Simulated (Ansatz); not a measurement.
Take Ru in the hcp (Mg type) structure (space group P6_3/mmc, No. 194; a = 2.691 Å, c = 4.249 Å; relaxed with 0.1 eV smearing) as the base. Axes: x lies along a and z along c of the hexagonal cell.

Level of theory: PBEsol (Ansatz, a quantum-chemistry and plane-wave program; PAW; 420 eV plane waves; no SOC).

The change: the cell is compressed by 2.00 % along z with no lateral relaxation, atoms relaxed at fixed cell.

**Question.** Predict the stress tensor and what it implies for the stiffness.

**Answer.** Stress of the strained cell less that of the base (GPa, compression positive):
```
    4.2     0.0     0.0
    0.0     4.2     0.0
    0.0     0.0    15.2
```

Then −Δσ_ii/ε with ε = -0.0200 gives secant stiffness values (nonlinear terms included at this strain): C33 ≈ 761 GPa, C13 ≈ 208 GPa and C23 ≈ 208 GPa.

As a check, the harmonic strain energy −½ V₀ Δσ:ε is 13 meV/atom; the computed energy rise is 12 meV/atom.

Whether these cells are dynamically stable was not tested. All final runs are without spin polarisation.
